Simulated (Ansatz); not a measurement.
Take NaI in the rock salt structure (space group Fm-3m, No. 225; a = 6.460 Å) as the base. Axes: x, y, z lie along the cube axes.

All numbers come from Ansatz (a quantum-chemistry and plane-wave program) r2SCAN, scalar-relativistic without spin-orbit coupling.

Free-standing slabs (2 atom(s) a layer) normal to the z axis with 15 Å of vacuum; in-plane cell held at bulk.

One change was made to it. Results:

```csv
quantity,base,after
band gap,4.45 eV,4.65 eV
shortest interatomic distance,323.0 pm,314.6 pm
```

Question: Name the change that was made.
(A) 5 layers
(B) 1 layer
(C) 2 layers

Answer: C, 2 layers. For comparison, the band gap in the other runs: 1 layer gives 4.49 eV; 5 layers gives 4.52 eV.

With I present, leaving out spin-orbit coupling can change the band edges. No phonon test of stability was made.
